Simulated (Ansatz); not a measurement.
# Ta in the bcc (W type) structure (space group Im-3m, No. 229)

Ta is taken in the cubic space group Im-3m (No. 229), the bcc (W type) structure, Pearson symbol cI2. Cell: a = b = c = 3.305 Å, α = β = γ = 90.00°. Ta on 2a is coordinated by 8 Ta at 2.862 Å and 6 Ta at 3.305 Å. (Neighbours: up to the widest gap in distance over summed covalent radii, below 1.35, at either atom.)
(The calculation used a cell of 1 atom; values per cell refer to that cell.)

The values are results of r2SCAN, PAW, 500 eV (Ansatz, an electronic-structure program; scalar-relativistic without spin-orbit coupling), not measurements. Settings: 20×20×20 k-points, 0.05 eV Fermi–Dirac smearing.

```yaml
volume_per_atom: 18.05 Å³
density: 16.65 g/cm³
band_gap: zero
total_energy: -9944.319 eV/atom (σ→0; compares only within this code and set-up)
```

No phonon test of stability was made. All final runs are without spin polarisation.
